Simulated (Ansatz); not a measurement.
ScAu2 (I4/mmm, No. 139; cell taken from a computed entry), treated with PBEsol in Ansatz (PAW).

Run with plane-wave cutoff 500 eV, 22×22×22 k mesh, Fermi–Dirac smearing 0.1 eV, scalar-relativistic PAW data made under PBE.

Computed at the level's own relaxed cell.

Task: What does this level give for the volume per atom, lattice parameter a and c axis length?

Result: 
volume per atom: 17.84 Å³/atom
lattice parameter a: 3.511 Å
c axis length: 8.687 Å

The run finds no gap.

Note: the relaxation could not lower the start's symmetry, so the cell can be a saddle point above a distorted one.

Spin–orbit coupling is not included; it can shift volumes and moduli of such heavy elements.

Computed values are for the static lattice.

Computing time: about 6 core-minutes (a rough figure).

Ansatz is a program for electronic structure.
